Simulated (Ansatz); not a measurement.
The starting structures come from a database of crystals and need not be the phases stable at ambient conditions.

By PBEsol, the system below comes out a metal.

A figure of merit of an interconnect metal is its ballistic conductance per area.

Consider the following.

```
CELL_PARAMETERS angstrom
      5.56367     0.00000     0.00000
     -2.78184     4.81828     0.00000
      2.78184     1.60609     2.27136
ATOMIC_POSITIONS crystal
  Zr 0.00000 0.00000 0.00000
  Rh 0.00000 0.50000 0.00000
  Rh 0.50000 0.50000 0.00000
  Rh 0.50000 0.00000 0.00000
```

The cell is taken as given; by PBEsol it stands under a pressure of -5.1 GPa.

The current flows along the normal of the first two printed cell vectors, the (111) plane of the conventional cell. No spin-orbit coupling; the value is a mean over 0.1 eV about the Fermi level.

State the ballistic conductance per area according to PBEsol in Ansatz (a program for electronic structure).

1.0 × 10¹⁵ S/m² for both spins.
